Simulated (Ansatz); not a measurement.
Results of LDA in Ansatz (plane waves, PAW) for BeCdO2 (model structure, started from the ScAlN2 type, P3m1, No. 156, 4 atoms in the cell).

Run with plane-wave cutoff 520 eV, 12×12×8 k mesh (along the axes of the cell as run), Fermi–Dirac smearing 0.01 eV, scalar-relativistic PAW data made under PBE.

Cell (relaxed at this level):

BeCdO$_{2}$ has the trigonal space group P3m1 (No. 156), Pearson symbol hP4. Lattice parameters: a = b = 2.990 Å, c = 5.395 Å, α = β = 90.00°, γ = 120.00°. Cd on 1b sees 4 O at 2.111–2.116 Å. O1 on 1b sees 3 Be at 1.804 Å and 1 Cd at 2.111 Å (tetrahedral). Be on 1c has 1 O at 1.539 Å and 3 O at 1.804 Å (tetrahedral). O2 on 1c is coordinated by 1 Be at 1.539 Å and 3 Cd at 2.116 Å. (Neighbours: up to the widest gap in distance over summed covalent radii, below 1.35, at either atom; cation-cation and far metal-metal contacts left out.)

Q: Predict the band gap and bulk modulus.

A: 
band gap: 0.82 eV (on the SCF k mesh)
bulk modulus: 131 GPa

Note: the bulk modulus is −V dP/dV from two relaxed cells at ±2 % in volume; the relaxation could raise the start's symmetry but not lower it, so the cell can be a saddle point.

Spin–orbit coupling is not included.

Static lattice: no zero-point or thermal effects.

Cost on a shared machine: roughly 2.8 core-minutes.

A model structure was made by putting elements into a prototype or built by hand; it is no filed structure, need not be a known phase, and can be a saddle point held by its symmetry.

Ansatz is a quantum-chemistry and plane-wave program.
